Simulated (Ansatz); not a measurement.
# AlCo, response to strain

Take AlCo in the CsCl type structure (space group Pm-3m, No. 221; weakly magnetic (sensitive to the mesh); relaxed with 0.1 eV smearing) as the base.

```yaml
crystal:
  lattice:
    - [2.82401, 0.00000, 0.00000]
    - [0.00000, 2.82401, 0.00000]
    - [0.00000, 0.00000, 2.82401]
  atoms:
    - { symbol: Al, position: [0.00000, 0.00000, 0.00000] }
    - { symbol: Co, position: [0.50000, 0.50000, 0.50000] }
```

Cartesian axes are those of the cell as printed.

Strains are applied to the cell and any free atomic positions relax; under biaxial strain the out-of-plane vector relaxes too.

Computed with r2SCAN (Ansatz, a program for electronic structure), without spin-orbit coupling, earlier PAW set.

Candidates:
(a) biaxial strain −1.31 %, plane normal [001], relaxed out of plane
(b) isotropic strain −2.52 %
(c) isotropic strain +1.28 %
(d) biaxial strain +1.85 %, plane normal [111], relaxed out of plane

Notes on the quantities. energy relative to the base: free energy F.

Q: Order them by energy relative to the base, lowest first.

A: (a) biaxial strain −1.31 %, plane normal [001], relaxed out of plane (+3.6 meV/atom), (c) isotropic strain +1.28 % (+9.6 meV/atom), (d) biaxial strain +1.85 %, plane normal [111], relaxed out of plane (+11 meV/atom), (b) isotropic strain −2.52 % (+42 meV/atom)

The magnetic state is the one reached from the starting moments; the real material's order can differ, and small cells can't hold many antiferromagnetic ones. Whether these cells are dynamically stable was not tested. Seeded moments were not kept for the base and isotropic strain −2.52 %.
